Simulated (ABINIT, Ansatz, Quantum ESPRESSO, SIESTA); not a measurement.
One structure in several programs: HfN (Fm-3m, 2 atoms in the cell)

Relaxation of cell and atoms.

```xyz
2
Lattice="0.0000 2.2600 2.2600 2.2600 0.0000 2.2600 2.2600 2.2600 0.0000" Properties=species:S:1:pos:R:3 pbc="T T T"
Hf     0.0000     0.0000     0.0000
N      2.2600     2.2600     2.2600
```

Shared settings, as Ansatz (a first-principles code) writes them: kpoints.mp_grid.grid = 10 10 10; scf.occupations.method = gaussian; scf.occupations.width = 0.272 eV. Potentials and cutoffs stand in the table.

```
code                                                                                                                                model  final volume (Å³/atom)       cutoff
----------------  -----------------------------------------------------------------------------------------------------------------------  ----------------------  -----------
Ansatz                                                                                                             PBE, default PAW files                   11.76       420 eV
ABINIT                                                           PBE, norm-conserving pseudopotentials (PseudoDojo nc-sr-05 PBE standard)                   11.73        42 Ha
SIESTA            GGA PBE, numerical atomic orbitals DZP, PseudoDojo PBE standard norm-conserving potentials (rewritten from UPF to PSML)                   11.83  grid 400 Ry
Quantum ESPRESSO                                                                        PBE, SSSP 1.1.2 efficiency (PBE) pseudopotentials                   11.73        60 Ry
```

On Ansatz's run: spin-orbit coupling is off.

The spread over the programs that give each value: final volume within 0.10 Å³/atom.

SIESTA uses small atom-centred bases, whose incompleteness enters pressures, forces and empty levels differently from a plane-wave cutoff. The programs treat the finite-basis stress differently while the cell relaxes: Ansatz adds an estimate of it, ABINIT smooths its cutoff (ecutsm).

The starting cell has typed, rounded lattice constants, without a prior relaxation at this level.

Left out of this page: GPAW (not drawn, or without a comparable value).

Keys are those of Ansatz 0.2.
